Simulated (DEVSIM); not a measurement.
System: abrupt In0.53Ga0.47As n-p junction, at 300 K.

```tsv
layer (left to right)	material	thickness (μm)	Nd (cm⁻³)	Na (cm⁻³)	τn (s)	τp (s)
1	In0.53Ga0.47As	1.00	1.8e16	-	3.2e-10	3.2e-10
2	In0.53Ga0.47As	4.90	-	5.1e17	3.2e-10	3.2e-10
```

Left contact: ohmic. Right contact: ohmic. Voltage is applied to the left contact. Recombination: SRH at mid-gap, radiative. Mobility is μmin + (μ − μmin)/(1 + (N/Nref)^α).

This is a model device: material constants are rounded textbook-type values typed into the input, and sizes, dopings and lifetimes were drawn at random. Values at 300 K.

| parameter | In0.53Ga0.47As |
|---|---|
| gap (eV) | 0.74 |
| affinity (eV) | 4.51 |
| permittivity | 13.9 |
| Nc (cm⁻³) | 2.1e17 |
| Nv (cm⁻³) | 7.7e18 |
| μn (cm²/Vs) | 12000 |
| μp (cm²/Vs) | 300 |
| μn,min | 300 |
| μp,min | 10 |
| Nref,n | 1.3e17 |
| Nref,p | 4.9e17 |
| αn | 0.48 |
| αp | 0.4 |
| B (cm³/s) | 9.6e-11 |

Model (solved in DEVSIM): 1D drift-diffusion, Boltzmann statistics, complete ionisation; no tunnelling, impact ionisation, image-force lowering or self-heating.

The thickness of layer 1 was swept, all else fixed.

```csv
thickness of layer 1 (μm),dark forward voltage at 1 A/cm² (V),dark forward voltage at 100 A/cm² (V)
0.2,0.306,0.452
0.35,0.325,0.471
0.6,0.332,0.481
1,0.335,0.485
1.7,0.335,0.486
3,0.335,0.487
5,0.335,0.488
```

From the first row to the last the dark forward voltage at 1 A/cm² goes from 0.306 to 0.335. From the first row to the last the dark forward voltage at 100 A/cm² goes from 0.452 to 0.488.
